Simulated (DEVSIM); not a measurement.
System: abrupt Si p-n junction, at 350 K.

Layer 1 from the left is Si, thickness (μm) 12.0, Na (cm⁻³) 8.4e18, τn (s) 0.00051, τp (s) 0.00051. Layer 2 from the left is Si, thickness (μm) 5.60, Nd (cm⁻³) 3.6e15, τn (s) 0.00051, τp (s) 0.00051.

Left contact: ohmic. Right contact: ohmic. Voltage is applied to the left contact. Recombination: SRH at mid-gap, Auger. Mobility is μmin + (μ − μmin)/(1 + (N/Nref)^α).

Constants are typed, rounded textbook-type inputs, not results; the design itself was drawn at random and stands for no fabricated device. Values at 300 K; Nc and Nv go as T^1.5, mobilities as T to minus their exponent, the gap by Varshni's rule with the affinity fixed.

Si: gap (eV) 1.124, affinity (eV) 4.05, permittivity 11.7, Nc (cm⁻³) 2.86e19, Nv (cm⁻³) 3.1e19, μn (cm²/Vs) 1417, μp (cm²/Vs) 470, μn,min 52, μp,min 45, Nref,n 9.7e16, Nref,p 2.2e17, αn 0.68, αp 0.72, T exponent of μn 2.3, T exponent of μp 2.2, Cn (cm⁶/s) 2.8e-31, Cp (cm⁶/s) 9.9e-32, Varshni α (eV/K) 0.000473, Varshni β (K) 636.

DEVSIM, 1D drift-diffusion, Boltzmann statistics, complete ionisation; no tunnelling, impact ionisation, image-force lowering or self-heating.

Dark forward current:

```tsv
|V| (V)	|J| (A/cm²)
0.05	5.088e-7
0.10	3.164e-6
0.15	1.703e-5
0.20	8.947e-5
0.25	0.0004677
0.30	0.002441
0.35	0.01273
0.40	0.06616
0.45	0.3398
0.50	1.663
0.55	7.119
0.60	24.89
0.65	72.65
0.70	186.7
0.75	435.8
0.80	928.1
0.85	1784
0.90	3076
```

Q: Work out the local ideality factor n = ΔV / (kT/q · ln(J2/J1)) between the rows 0.15 and 0.20 V, 0.85 and 0.90 V.

A: kT/q = 30.16 mV. From 0.15 to 0.20 V: ln(8.947e-5/1.703e-5) = 1.659, n = 1.00, near the 1 of diffusion or emission over a barrier. From 0.85 to 0.90 V: ln(3076/1784) = 0.545, n = 3.04.

Q: Estimate the current at 0.30 V from the Shockley equation with J0 = Σ q ni² D/(N L) coth(W/L), τ joining the SRH, radiative and Auger lifetimes that are on, and W taken as the whole layer.

A: ni² = 1.43e23 cm⁻⁶; electrons in the p layer: μ = 80.5 cm²/Vs, D = 2.43 cm²/s, τ = 1.43e-7 s, L = 5.89 μm, W/L = 2.0, term 1.16e-11 A/cm²; holes in the n layer: μ = 320 cm²/Vs, D = 9.65 cm²/s, τ = 0.000509 s, L = 701 μm, W/L = 0.0080, term 1.09e-7 A/cm². J0 = 1.09e-7 A/cm², and J = J0 exp(qV/kT) = 0.00229 A/cm². The simulation gives 0.00244 A/cm²; the estimate lies 6.3 % below. The estimate leaves out recombination in the depletion region and that region's share of W.
